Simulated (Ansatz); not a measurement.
A worked fit of the energy against the cutoff, with one run withheld: K (Im-3m, 1 atom in the cell)

```yaml
crystal:
  lattice:
    - [-2.65320, 2.65320, 2.65320]
    - [2.65320, -2.65320, 2.65320]
    - [2.65320, 2.65320, -2.65320]
  atoms:
    - { symbol: K, position: [0.00000, 0.00000, 0.00000] }
```

Method of the run: PBE (plane waves, PAW; Ansatz, an electronic-structure program).

Base settings: basis.ecutwfc = 420 eV; kpoints.mp_grid.grid = 9 9 9; hamiltonian.xc = pbe; hamiltonian.pseudopotentials = {kind: paw} (the program's default PAW files); scf.occupations.method = fermi_dirac; scf.occupations.width = 0.1 eV.

The last step of the ladder, which sets the zero, is basis.ecutwfc = 1010 eV.

The starting cell has typed, rounded lattice constants, without a prior relaxation at this level. Its lattice was rescaled by up to half a per cent.

An empirical form for the window shown: the miss falls exponentially with the largest wave vector, which goes as √cutoff: ln(ΔF) = a + b·√cutoff.

| basis.ecutwfc | √cutoff (√eV) | F less the last step's (meV/atom) | ln of it |
|---|---|---|---|
| 190 eV | 13.784 | 1298.70 | 7.169 |
| 210 eV | 14.491 | ? | ? |
| 230 eV | 15.166 | 282.05 | 5.642 |
| 250 eV | 15.811 | 121.33 | 4.799 |
| 295 eV | 17.176 | 13.70 | 2.617 |

### Question
Fit the line to the 4 rows given and predict the withheld one.

### Answer
Means: x̄ = 15.484, ȳ = 5.0568. Σ(x − x̄)(y − ȳ) = -7.989 and Σ(x − x̄)² = 5.961, so b = -1.340 and a = ȳ − b·x̄ = 25.805; ΔF halves for each 0.52 in √cutoff. The largest residual of the fitted rows is 0.18. At x = 14.491 the line gives 6.387, that is 594 meV/atom. The run gave 618.36 meV/atom, a miss of 24.36 meV/atom (4 %). The table is a window of a longer ladder. The rows were chosen because the form fits them, the withheld one included, so this shows the method and is no test of the form.

Left out of this page: 10 runs of the series outside the window shown, repeating another row's setting, or not comparable.

Keys are those of Ansatz 0.2.
